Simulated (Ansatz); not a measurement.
**ZrC: C vacancy**

Take a 16-atom supercell of ZrC in the rock salt structure (space group Fm-3m, No. 225; a = 4.711 Å) at its relaxed geometry as the base.

It is then changed as follows: a neutral C vacancy, atoms relaxed at fixed cell, starting from a slightly rattled geometry.

All numbers come from r2SCAN (Ansatz, a first-principles code; PAW; 500 eV plane waves; without spin-orbit coupling). Γ-centred 6×6×6 mesh, Fermi–Dirac width 0.05 eV.

```json
[
 {"quantity": "pressure", "base": "0.0 GPa", "changed": "-0.2 GPa", "shift": "-0.2 GPa"},
 {"quantity": "largest displacement of a host atom from its site in the perfect cell", "base": "–", "changed": "0.06 Å", "shift": "–"}
]
```

Final structure:

```xyz
15
Lattice="0.0000 4.7114 4.7114 4.7114 0.0000 4.7114 4.7114 4.7114 0.0000" Properties=species:S:1:pos:R:3 pbc="T T T"
C      2.3590     2.3571    -0.0121
C      2.3591     0.0019     2.3437
C      4.7146     2.3577     2.3440
C      0.0033     2.3577     2.3442
C      2.3593     4.7132     2.3440
C      2.3592     2.3576     4.6993
C      4.7152     4.7133     4.6994
Zr     2.3590     2.3575     2.3437
Zr     4.7146     4.7131     2.3983
Zr     4.7146     2.4126     4.6992
Zr     7.0154     4.7134     4.6996
Zr     2.4141     4.7135     4.6992
Zr     4.7146     7.0140     4.6992
Zr     4.7146     4.7133     7.0001
Zr     7.0704     7.0690     7.0552
```

The cell is small, so the values are those of an ordered compound at a high defect concentration; dilute-limit values will differ. The final runs are not spin-polarised. The defect cell is not spin-polarised.
